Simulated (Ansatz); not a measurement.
Consider TiS₂ in the CdI2 type structure (space group P-3m1, No. 164; a = 3.3593 Å, c = 5.5204 Å; layered, stacked along the Cartesian z axis; relaxed with 0.1 eV smearing). Axes: x lies along a and z along c of the hexagonal cell.

The values are results of DFT with PBE-D3(BJ), PAW potentials and a 420 eV plane-wave cutoff in Ansatz (a quantum-chemistry and plane-wave program), spin-orbit coupling left out, earlier PAW set, not measurements.

Before the change:

| Property | Value |
|---|---|
| Band gap | zero |
| Pressure | 0.0 GPa |

Modification: biaxial strain −4.71 %, plane normal [001], relaxed out of plane (Cartesian); in-plane vectors clamped, the third vector and the atoms free.

Problem. What happens to the band gap?

Solution. The band gap is still zero.

Problem. How does this affect the ratio −ε⊥/ε∥?

Solution. The ratio −ε⊥/ε∥ comes out as 0.48.

Problem. What happens to the pressure?

Solution. The pressure (mean of the normal stresses, compression positive) goes from zero to 6.0 GPa.

Stability against distortions was not tested. All final runs are without spin polarisation. A zero or small gap of TiS2 can be the functional's error rather than a property of the material.
